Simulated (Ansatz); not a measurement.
Cubic perovskite KMgF3 was calculated with PBEsol (PAW; Ansatz, a quantum-chemistry and plane-wave program).

Numerical settings: plane-wave cutoff 520 eV, 6×6×6 k mesh, scalar-relativistic PAW data made under PBE.

Computed at the level's own relaxed cell.

```yaml
crystal:
  lattice:
    - [3.99145, 0.00000, 0.00000]
    - [0.00000, 3.99145, 0.00000]
    - [0.00000, 0.00000, 3.99145]
  atoms:
    - { symbol: K, position: [0.00000, 0.00000, 0.00000] }
    - { symbol: Mg, position: [0.50000, 0.50000, 0.50000] }
    - { symbol: F, position: [0.50000, 0.00000, 0.50000] }
    - { symbol: F, position: [0.00000, 0.50000, 0.50000] }
    - { symbol: F, position: [0.50000, 0.50000, 0.00000] }
```

### Question
Give the elastic tensor (Voigt notation, GPa, ions relaxed, in the Cartesian axes of the cell as printed).

### Answer

```
  137.7    39.4    39.4     0.0     0.0     0.0
   39.4   137.7    39.4     0.0     0.0     0.0
   39.4    39.4   137.7     0.0     0.0     0.0
    0.0     0.0     0.0    45.1     0.0     0.0
    0.0     0.0     0.0     0.0    45.1     0.0
    0.0     0.0     0.0     0.0     0.0    45.1
```

Measured, for comparison: elastic constant C11 138 ± 0.2 GPa (temperature not stated, not corrected to a static lattice, our sources range from 132 to 138; as tabulated in Vaitheeswaran et al. (2007), arXiv:cond-mat/0703621); elastic constant C12 43.6 ± 0.2 GPa (temperature not stated, not corrected to a static lattice, our sources range from 39.6 to 43.6; as tabulated in Vaitheeswaran et al. (2007), arXiv:cond-mat/0703621); elastic constant C44 49.8 ± 0.08 GPa (temperature not stated, not corrected to a static lattice, our sources range from 48.5 to 49.8; as tabulated in Vaitheeswaran et al. (2007), arXiv:cond-mat/0703621). Computed (rounded) less measured: elastic constant C11 0.0 % (inside the range of the sources held), elastic constant C12 -10 % (-0.5 % to -10 % over the range), elastic constant C44 -9 % (-7 % to -9 % over the range).

Computed values are for the static lattice.
